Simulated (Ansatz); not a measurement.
Worked example: self-consistent single point of LuAu (P4mm, 2 atoms in the cell) in Ansatz (a quantum-chemistry and plane-wave program).

Level of theory: PBEsol, default PAW files made with PBE (plane waves; Ansatz).

```yaml
crystal:
  lattice:
    - [3.51413, 0.00000, 0.00000]
    - [0.00000, 3.51413, 0.00000]
    - [0.00000, 0.00000, 3.51413]
  atoms:
    - { symbol: Lu, position: [0.50000, 0.50000, 0.51423] }
    - { symbol: Au, position: [0.00000, 0.00000, 0.00000] }
```

Reference input (self-consistent single point, DFT, PBEsol, plane waves, default PAW files made with PBE): basis.ecutwfc = 420 eV; kpoints.mp_grid.grid = 9 9 9; hamiltonian.xc = pbesol; hamiltonian.pseudopotentials = {kind: paw} (the program's default PAW files); scf.occupations.method = fermi_dirac; scf.occupations.width = 0.1 eV. This run's input differs from it in these lines:

Ansatz 0.2 input:
```diff
@@ -12,3 +12,3 @@
   mp_grid:
-    grid: [9, 9, 9]
+    grid: [18, 18, 18]
 hamiltonian:
@@ -20,3 +20,3 @@
     method: fermi_dirac
-    width: 0.1
+    width: 0.05
 output:
```

Output (repeated stretches shortened):

```
SCF iter   1: F=—  HF=-27620.302530 eV  |F-HF|=—  |Δ(HF+E_count)|=         —  Δρ=4.97e-3  dr2=1.33e-2  ethr=1.77e-3  ⟨swp⟩=5.4  Hψ=76028  notcnv=0
all-band conjugate gradients solve this SCF's bands
preconditioner: auto → Kerker (q_TF=auto, 2.735 Å⁻¹)
SCF iter   2: F=—  HF=-27620.298544 eV  |F-HF|=—  |Δ(HF+E_count)|=   3.99e-3  Δρ=1.87e-3  dr2=1.56e-3  ethr=3.03e-5  ⟨swp⟩=2.4  Hψ=34327  notcnv=0
SCF iter   3: F=—  HF=-27620.298317 eV  |F-HF|=—  |Δ(HF+E_count)|=   2.27e-4  Δρ=9.87e-4  dr2=3.87e-4  ethr=3.55e-6  ⟨swp⟩=3.0  Hψ=32836  notcnv=0
SCF iter   4: F=—  HF=-27620.298120 eV  |F-HF|=—  |Δ(HF+E_count)|=   1.98e-4  Δρ=6.13e-4  dr2=1.10e-4  ethr=8.80e-7  ⟨swp⟩=3.4  Hψ=32561  notcnv=0
SCF iter   5: F=—  HF=-27620.298105 eV  |F-HF|=—  |Δ(HF+E_count)|=   1.44e-5  Δρ=1.53e-4  dr2=1.22e-5  ethr=2.51e-7  ⟨swp⟩=2.4  Hψ=27119  notcnv=0
SCF iter   6: F=—  HF=-27620.298079 eV  |F-HF|=—  |Δ(HF+E_count)|=   2.57e-5  Δρ=5.76e-5  dr2=1.06e-6  ethr=2.77e-8  ⟨swp⟩=2.5  Hψ=31923  notcnv=0
SCF iter   7: F=-27620.298079 eV  HF=-27620.298079 eV  |F-HF|=3.74e-8  |Δ(HF+E_count)|=   5.42e-8  Δρ=1.44e-5  dr2=5.71e-8  ethr=2.27e-10  ⟨swp⟩=7.7  Hψ=105030  notcnv=0
SCF 1 converged in 7 iterations: F = -27620.298079 eV  dr2 = 5.71e-8
Free energy (F): -27620.298079 eV
Internal energy: -27620.289039 eV  (E = F + TS)
E sigma→0 (E₀):  -27620.293559 eV
Entropy (-TS):   -0.009040 eV (-4.520 meV/atom)
Fermi energy:    17.618904 eV
--- Forces (eV/Å), atoms counted from 1 ---
  atom   1  Lu     0.00000000     0.00000000    -0.11063073
  atom   2  Au    -0.00000000     0.00000000     0.11062983
--- Stress (GPa, compression-positive) ---
       -3.026499       0.000000      -0.000000
        0.000000      -3.026499       0.000000
       -0.000000       0.000000      -3.049612
  P = ⅓ Tr σ = -3.0342 GPa (-30.342 kbar)
  The stress holds the Pulay correction. Without it, at fixed plane waves, as pw.x and ABINIT print it: P = -3.0862 GPa
```

The run converged in 7 iterations. Against the reference run the free energy goes up by 9.5 meV/atom, the pressure moves little (-3.04 to -3.03 GPa) and the largest force hardly changes (0.114 to 0.111 eV/Å).

The starting cell comes from a database of computed structures (which also holds hypothetical and non-ambient phases and stackings), without a prior relaxation at this level. Its lattice was rescaled by up to half a per cent. One atom was moved a little off its site on purpose. With a pressure of about -3 GPa the cell is away from its equilibrium volume at this level. Ansatz's pressure includes its estimate of the finite-basis (Pulay) stress.

Cost on one core of a shared machine: roughly 60 s.
